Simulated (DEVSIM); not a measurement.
System: TaN/HfO2/n-Si capacitor, at 500 K.

| layer (left to right) | material | thickness (nm) | Nd (cm⁻³) |
|---|---|---|---|
| 1 | HfO2 | 5.50 | - |
| 2 | Si | 500 | 1.3e18 |

Metal gate on the left, work function 4.4 eV. Fixed charge at the semiconductor interface 0 cm⁻² (in units of +e); no interface traps.

Constants are typed, rounded textbook-type inputs, not results; the design itself was drawn at random and stands for no fabricated device. Values at 300 K; Nc and Nv go as T^1.5, mobilities as T to minus their exponent, the gap by Varshni's rule with the affinity fixed.

| parameter | HfO2 | Si |
|---|---|---|
| gap (eV) | 5.7 | 1.124 |
| affinity (eV) | 2.5 | 4.05 |
| permittivity | 22 | 11.7 |
| Nc (cm⁻³) | - | 2.86e19 |
| Nv (cm⁻³) | - | 3.1e19 |
| Varshni α (eV/K) | - | 0.000473 |
| Varshni β (K) | - | 636 |

Simulated with DEVSIM: 1D Poisson equation in equilibrium, Boltzmann statistics, complete ionisation; no quantum confinement or tunnelling. Metal contacts follow the ideal Schottky-Mott rule: no Fermi-level pinning, no interface dipoles.

Tabulate band edges, carrier densities and field at -0.4 V on the gate.

Energies count from the Fermi level of the right contact; mesh points crowd at the junctions.

```csv
x (μm),Ec (eV),Ev (eV),n (cm⁻³),p (cm⁻³),field (V/cm)
0.000,2.300,-3.400,< 1e2,< 1e2,-220000
0.0008522,2.281,-3.419,< 1e2,< 1e2,-220000
0.002057,2.255,-3.445,< 1e2,< 1e2,-220000
0.003436,2.225,-3.475,< 1e2,< 1e2,-220000
0.004961,2.192,-3.509,< 1e2,< 1e2,-220000
0.005714,0.621,-0.444,3.4e13,2.2e15,-410000
0.006867,0.575,-0.490,9.8e13,7.7e14,-380000
0.01003,0.464,-0.601,1.3e15,5.8e13,-320000
0.01444,0.342,-0.723,2.2e16,3.4e12,-230000
0.02288,0.213,-0.853,4.4e17,1.7e11,-85000
0.03837,0.168,-0.897,1.2e18,6.0e10,-4200
0.08083,0.166,-0.899,1.3e18,5.8e10,≈ 0
0.1447,0.166,-0.899,1.3e18,5.8e10,≈ 0
0.2555,0.166,-0.899,1.3e18,5.8e10,≈ 0
0.3911,0.166,-0.899,1.3e18,5.8e10,≈ 0
0.4437,0.166,-0.899,1.3e18,5.8e10,≈ 0
0.4724,0.166,-0.899,1.3e18,5.8e10,≈ 0
0.4880,0.166,-0.899,1.3e18,5.8e10,≈ 0
0.4984,0.166,-0.899,1.3e18,5.8e10,≈ 0
0.5020,0.166,-0.899,1.3e18,5.8e10,≈ 0
0.5041,0.166,-0.899,1.3e18,5.8e10,≈ 0
0.5055,0.166,-0.899,1.3e18,5.8e10,≈ 0
```
